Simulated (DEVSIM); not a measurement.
Structure: Cr/Al2O3/SiO2/p-Si capacitor, at 300 K.

```csv
layer (left to right),material,thickness (nm),Na (cm⁻³)
1,Al2O3,5.00,-
2,SiO2,0.590,-
3,Si,1600,1.3e17
```

Metal gate on the left, work function 4.5 eV. Fixed charge at the semiconductor interface 1.6e12 cm⁻² (in units of +e); no interface traps.

This is a model device: material constants are rounded textbook-type values typed into the input, and sizes, dopings and lifetimes were drawn at random. Values at 300 K.

| parameter | Al2O3 | SiO2 | Si |
|---|---|---|---|
| gap (eV) | 6.8 | 9 | 1.124 |
| affinity (eV) | 1.35 | 0.9 | 4.05 |
| permittivity | 9 | 3.9 | 11.7 |
| Nc (cm⁻³) | - | - | 2.86e19 |
| Nv (cm⁻³) | - | - | 3.1e19 |

Model (solved in DEVSIM): 1D Poisson equation in equilibrium, Boltzmann statistics, complete ionisation; no quantum confinement or tunnelling. Metal contacts follow the ideal Schottky-Mott rule: no Fermi-level pinning, no interface dipoles.

Task: Tabulate band edges, carrier densities and field at -0.1 V on the gate.

Result: Energies count from the Fermi level of the right contact; mesh points crowd at the junctions.

```csv
x (μm),Ec (eV),Ev (eV),n (cm⁻³),p (cm⁻³),field (V/cm)
0.000,3.250,-3.550,< 1e2,< 1e2,-140000
0.001067,3.235,-3.565,< 1e2,< 1e2,-140000
0.002583,3.214,-3.586,< 1e2,< 1e2,-140000
0.004031,3.194,-3.606,< 1e2,< 1e2,-140000
0.005240,3.623,-5.377,< 1e2,< 1e2,-320000
0.005671,0.463,-0.661,4.7e11,2.5e8,140000
0.007046,0.482,-0.642,2.2e11,5.2e8,140000
0.01141,0.541,-0.583,2.3e10,5.0e9,130000
0.01914,0.635,-0.489,6.2e8,1.9e11,110000
0.03541,0.793,-0.331,1300000,8.6e13,81000
0.06968,0.958,-0.166,2300,5.0e16,19000
0.1786,0.982,-0.142,890,1.3e17,≈ 0
0.3712,0.982,-0.142,890,1.3e17,≈ 0
0.7768,0.982,-0.142,890,1.3e17,≈ 0
1.286,0.982,-0.142,890,1.3e17,≈ 0
1.449,0.982,-0.142,890,1.3e17,≈ 0
1.532,0.982,-0.142,890,1.3e17,≈ 0
1.571,0.982,-0.142,890,1.3e17,≈ 0
1.593,0.982,-0.142,890,1.3e17,≈ 0
1.600,0.982,-0.142,890,1.3e17,≈ 0
1.604,0.982,-0.142,890,1.3e17,≈ 0
1.606,0.982,-0.142,890,1.3e17,≈ 0
```
